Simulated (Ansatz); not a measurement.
The parent structure is GaP in the zinc blende structure (space group F-43m, No. 216; a = 5.4517 Å). Axes: x, y, z lie along the cube axes.

Modification: uniaxial strain ε_zz = +3.92 %, all other strain components held at zero, atoms relaxed at fixed cell.

Levels (all Ansatz, a first-principles code, PAW, earlier PAW set): r2SCAN (500 eV, no SOC); HSE06+SOC (420 eV, noncollinear with spin-orbit coupling).

The geometry is relaxed with r2SCAN.

| Item | Value |
|---|---|
| r2SCAN valence-band top at Γ | 0.00, 0.00, -0.24 eV |
| r2SCAN lowest conduction level above the VBM at special points | N 1.81 eV; X 1.82 eV; Γ 1.93 eV |

Question: Predict the valence-band top at Γ and lowest conduction level above the VBM at special points from HSE06+SOC.

Answer: The valence-band top at Γ (three highest Kramers pairs, from the VBM) changes from 0.00, 0.00, -0.24 eV to 0.00, -0.05, -0.28 eV; the lowest conduction level above the VBM at special points goes from N 1.81 eV; X 1.82 eV; Γ 1.93 eV to N 2.23 eV; X 2.17 eV; Γ 2.32 eV.

Single points use the geometry relaxed with r2SCAN. The hybrid gap comes from the SCF mesh plus the semilocal run's edge points and a few special points and is an upper bound. Differences between runs with and without spin-orbit coupling are approximate. No phonon test of stability was made. Labels are those of the standard path for the cell's own space group.
